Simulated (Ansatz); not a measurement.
# Several settings converged on NiPbF₆ (R3, 8 atoms in the cell)

```yaml
crystal:
  lattice:
    - [2.52701, 1.45897, 4.70520]
    - [-2.52701, 1.45897, 4.70520]
    - [0.00000, -2.91794, 4.70520]
  atoms:
    - { symbol: Ni, position: [0.00354, 0.00354, 0.00354], spin: 2.0 }
    - { symbol: Pb, position: [0.50000, 0.50000, 0.50000] }
    - { symbol: F, position: [0.39328, 0.08912, 0.76111] }
    - { symbol: F, position: [0.60672, 0.91088, 0.23889] }
    - { symbol: F, position: [0.76111, 0.39328, 0.08912] }
    - { symbol: F, position: [0.23889, 0.60672, 0.91088] }
    - { symbol: F, position: [0.08912, 0.76111, 0.39328] }
    - { symbol: F, position: [0.91088, 0.23889, 0.60672] }
```
(The spins are starting values, not results.)

Base method: PBEsol, default PAW files made with PBE (plane waves; Ansatz, a first-principles code).

Base settings: basis.ecutwfc = 420 eV; kpoints.mp_grid.grid = 5 5 5; hamiltonian.xc = pbesol; hamiltonian.pseudopotentials = {kind: paw} (the program's default PAW files); magnetization.spin_polarized = true; scf.occupations.method = fermi_dirac; scf.occupations.width = 0.05 eV.

The count of work is k-points × plane waves × bands × iterations; it is no time. Core times come from one kind of shared machine, to one figure; runs under 30 s give none.

**Shifted k-point meshes**

In this ladder: kpoints.mp_grid.shift = 0.5 0.5 0.5.

Only quantities that move along the ladder and can be compared are tabulated.

```tsv
kpoints.mp_grid.grid	free energy less the last step's (meV/atom)	largest difference of a force vector from the last step's (eV/Å)	count of work / last	core time / last (rough)
2 2 2	1.13	0.016	0.0088	–
3 3 3	0.04	0.002	0.027	–
4 4 4	-0.11	0.000	0.053	–
5 5 5	0.02	0.000	0.10	0.09
6 6 6	0.00	0.000	0.17	0.2
8 8 8	-0.02	0.000	0.39	0.4
10 10 10	-0.01	0.000	0.75	0.7
11 11 11	0.00	0.000	1.0	1
```

Coarsest kpoints.mp_grid.grid that holds the free energy within 1 meV/atom of the last step, with all finer ones: 3 3 3, at 0.027 of the last step's count of work; the step before is off by 1.1 meV/atom.

Coarsest kpoints.mp_grid.grid that holds the forces within 0.005 eV/Å of the last step, with all finer ones: 3 3 3, at 0.027 of the last step's count of work; the step before is off by 0.016 eV/Å.

**The width of Fermi-Dirac smearing**

The mesh stays at the base's, so the ladder's end is converged at best in this setting alone.

Narrow widths need finer meshes than wide ones, so the last steps can hold mesh noise.

Only quantities that move along the ladder and can be compared are tabulated; pressure and forces are left out, as mesh noise rules them at narrow widths.

The magnetic state is not the same in all runs (site moments differ, or a search went on to a lower state), so steps between rows are not convergence errors alone.

```csv
scf.occupations.width,free energy less the last step's (meV/atom),energy extrapolated to zero width less the last step's (meV/atom),net moment (μB/atom)
1 eV,-501.35,3.47,0.000
0.5 eV,-98.18,32.91,0.184
0.2 eV,-6.59,4.54,0.254
0.1 eV,-0.45,0.49,0.252
0.02 eV,0.00,0.00,0.250
```

Widest scf.occupations.width that holds the net moment within 0.05 μB/atom of the last step, with all finer ones: 0.2 eV; the step before is off by 0.066 μB/atom.

Widest scf.occupations.width that holds the free energy within 5 meV/atom of the last step, with all finer ones: 0.1 eV; the step before is off by 6.6 meV/atom.

Widest scf.occupations.width that holds the energy extrapolated to zero width within 2 meV/atom of the last step, with all finer ones: 0.1 eV; the step before is off by 4.5 meV/atom.

On the base run: the starting cell comes from a database of computed structures (which also holds hypothetical and non-ambient phases and stackings), without a prior relaxation at this level. Its lattice was rescaled by up to half a per cent. One atom was moved a little off its site on purpose. With one magnetic atom in the cell only a parallel order is possible. Ansatz's pressure includes its estimate of the finite-basis (Pulay) stress.

Keys are those of Ansatz 0.2.
